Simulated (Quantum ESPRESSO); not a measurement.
The steps of a band-structure calculation for SrSi (Pm-3m, 2 atoms in the cell) with Quantum ESPRESSO.

Method: LDA (PZ), PSlibrary PAW (LDA) pseudopotentials (plane waves; Quantum ESPRESSO 7.5).

Step 1 (scf):

```fortran
&CONTROL
 calculation = 'scf'
 prefix = 'srsi'
 outdir = './tmp'
 pseudo_dir = './'
 tprnfor = .true.
 tstress = .true.
/
&SYSTEM
 ibrav = 0
 nat = 2
 ntyp = 2
 ecutwfc = 50
 ecutrho = 350
 occupations = 'smearing'
 smearing = 'marzari-vanderbilt'
 degauss = 0.0099958
/
&ELECTRONS
 conv_thr = 1.0d-9
 mixing_beta = 0.3
/
ATOMIC_SPECIES
Sr    87.6200  Sr.pz-spn-kjpaw_psl.1.0.0.UPF
Si    28.0850  Si.pz-n-kjpaw_psl.1.0.0.UPF
CELL_PARAMETERS {angstrom}
   3.8033900000     0.0000000000     0.0000000000
   0.0000000000     3.8033900000     0.0000000000
   0.0000000000     0.0000000000     3.8033900000
ATOMIC_POSITIONS {angstrom}
Sr    0.0000000000    0.0000000000    0.0000000000
Si    1.9016950000    1.9016950000    1.9016950000
K_POINTS {automatic}
3 3 3  1 1 1
```

Step 2 (bands):

```fortran
&CONTROL
 calculation = 'bands'
 prefix = 'srsi'
 outdir = './tmp'
 pseudo_dir = './'
 verbosity = 'high'
/
&SYSTEM
 ibrav = 0
 nat = 2
 ntyp = 2
 ecutwfc = 50
 ecutrho = 350
 occupations = 'smearing'
 smearing = 'marzari-vanderbilt'
 degauss = 0.0099958
 nbnd = 14
/
&ELECTRONS
 conv_thr = 1.0d-9
 startingwfc = 'random'
 diago_thr_init = 1.0d-6
 diagonalization = 'cg'
/
ATOMIC_SPECIES
Sr    87.6200  Sr.pz-spn-kjpaw_psl.1.0.0.UPF
Si    28.0850  Si.pz-n-kjpaw_psl.1.0.0.UPF
CELL_PARAMETERS {angstrom}
   3.8033900000     0.0000000000     0.0000000000
   0.0000000000     3.8033900000     0.0000000000
   0.0000000000     0.0000000000     3.8033900000
ATOMIC_POSITIONS {angstrom}
Sr    0.0000000000    0.0000000000    0.0000000000
Si    1.9016950000    1.9016950000    1.9016950000
K_POINTS {crystal_b}
8
  0.00000000   0.00000000   0.00000000   8  ! G
  0.00000000   0.50000000   0.00000000   8  ! X
  0.50000000   0.50000000   0.00000000  12  ! M
  0.00000000   0.00000000   0.00000000  14  ! G
  0.50000000   0.50000000   0.50000000  12  ! R
  0.00000000   0.50000000   0.00000000   1  ! X
  0.50000000   0.50000000   0.00000000   8  ! M
  0.50000000   0.50000000   0.50000000   1  ! R
```

Step 3 (bands.x):

```fortran
&BANDS
 prefix = 'srsi'
 outdir = './tmp'
 filband = 'bands.dat'
 lsym = .false.
/
```

Output of bands (abridged):

```
     file Sr.pz-spn-kjpaw_psl.1.0.0.UPF: wavefunction(s)  4P renormalized
     file Si.pz-n-kjpaw_psl.1.0.0.UPF: wavefunction(s)  3S 3P renormalized

     Atomic positions and unit cell read from directory:
     ./tmp/srsi.save/

     Message from routine setup:
     using ibrav=0 with symmetry is DISCOURAGED, use correct ibrav instead
     G-vector sticks info
     --------------------
   [... lines left out ...]
     unit-cell volume          =     371.2865 (a.u.)^3
   [... lines left out ...]
         2        Si     tau(   2) = (  0.5000000  0.5000000  0.5000000  )

     number of k points=    64  Marzari-Vanderbilt smearing, width (Ry)=  0.0100
                       cart. coord. in units 2pi/alat
        k(    1) = (   0.0000000   0.0000000   0.0000000), wk =   0.0312500
        k(    2) = (   0.0000000   0.0625000   0.0000000), wk =   0.0312500
        k(    3) = (   0.0000000   0.1250000   0.0000000), wk =   0.0312500
   [... 61 lines left out ...]

     Dense  grid:    40843 G-vectors     FFT dimensions: (  45,  45,  45)

     Smooth grid:    17773 G-vectors     FFT dimensions: (  36,  36,  36)

     The potential is recalculated from file :
     ./tmp/srsi.save/charge-density

     Band Structure Calculation
     CG style diagonalization

     ethr =  1.00E-06,  avg # of iterations = 32.3

     End of band structure calculation

          k = 0.0000 0.0000 0.0000 (  2205 PWs)   bands (ev):

   -27.7391  -9.6801  -9.6801  -9.6801  -0.9626   8.1672   8.1673   8.7187
     8.7187   8.7186  11.8210  12.8642  12.8642  12.8642

          k = 0.0000 0.0625 0.0000 (  2197 PWs)   bands (ev):

   -27.7381  -9.6966  -9.6786  -9.6786  -0.9202   7.7816   8.1987   8.6880
     8.6880   8.9798  12.0320  12.8846  12.8933  12.8933

   [... 62 blocks of this kind left out ...]
```

Output of bands.x (abridged):

```
     Reading xml data from directory:

     ./tmp/srsi.save/
     file Sr.pz-spn-kjpaw_psl.1.0.0.UPF: wavefunction(s)  4P renormalized
     file Si.pz-n-kjpaw_psl.1.0.0.UPF: wavefunction(s)  3S 3P renormalized

     G-vector sticks info
     --------------------
     sticks:   dense  smooth     PW     G-vecs:    dense   smooth      PW
     Sum        1441     829    249                40843    17773    2969

     Reading collected, re-writing distributed wavefunctions
     high-symmetry point:  0.0000 0.0000 0.0000   x coordinate   0.0000
     high-symmetry point:  0.0000 0.5000 0.0000   x coordinate   0.5000
     high-symmetry point:  0.5000 0.5000 0.0000   x coordinate   1.0000
     high-symmetry point:  0.0000 0.0000 0.0000   x coordinate   1.7071
     high-symmetry point:  0.5000 0.5000 0.5000   x coordinate   2.5731
     high-symmetry point:  0.0000 0.5000 0.0000   x coordinate   3.2802
     high-symmetry point:  0.5000 0.5000 0.0000   x coordinate   3.2802
     high-symmetry point:  0.5000 0.5000 0.5000   x coordinate   3.7802

     Plottable bands (eV) written to file bands.dat.gnu
     Bands written to file bands.dat

   JOB DONE.
```

The starting cell comes from a database of computed structures (which also holds hypothetical and non-ambient phases and stackings), without a prior relaxation at this level.
